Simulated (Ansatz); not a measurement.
Consider InAs in the zinc blende structure (space group F-43m, No. 216).

```
CELL_PARAMETERS angstrom
      0.00000     3.04364     3.04364
      3.04364     0.00000     3.04364
      3.04364     3.04364     0.00000
ATOMIC_POSITIONS crystal
  In 0.00000 0.00000 0.00000
  As 0.25000 0.25000 0.25000
```

Cartesian axes are those of the cell as printed.

Computed with PBEsol, PAW, 420 eV (Ansatz, a first-principles code; spin-orbit coupling left out).

For the base:

| Quantity | Value |
|---|---|
| Pressure | 0.0 GPa |
| Shortest interatomic distance | 2.636 Å |

Modification: biaxial strain −1.25 %, plane normal [111], relaxed out of plane (Cartesian); in-plane vectors clamped, the third vector and the atoms free.

Predict the new pressure and shortest interatomic distance.

The pressure (mean of the normal stresses, compression positive) goes from zero to 1.0 GPa; the shortest interatomic distance drops by 0.018 Å to 2.618 Å.

A case with no gap was solved on a k-mesh chosen for an insulator, which is coarse for it. Stability against distortions was not tested. All final runs are without spin polarisation.
